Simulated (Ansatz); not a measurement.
We consider DyAu2 (I4/mmm, No. 139), described by r²SCAN in Ansatz (PAW).

Numerical settings: plane-wave cutoff 500 eV, 20×20×20 k mesh, Fermi–Dirac smearing 0.1 eV, spin-polarised start, scalar-relativistic PAW data made under PBE.

Computed at the level's own relaxed cell.

Predict the equilibrium volume per atom, lattice parameter a and c axis length.


equilibrium volume per atom: 21.20 Å³/atom
lattice parameter a: 3.741 Å
c axis length: 9.085 Å

Note: the magnetic order was assumed, not searched for or taken from measurement; the 4f shell is treated without U or exact exchange, so its levels and filling can be wrong.

Spin–orbit coupling is not included; it can shift volumes and moduli of such heavy elements.

Static lattice: no zero-point or thermal effects.

The result took about 80 core-minutes (a rough figure).

Ansatz is a first-principles code.
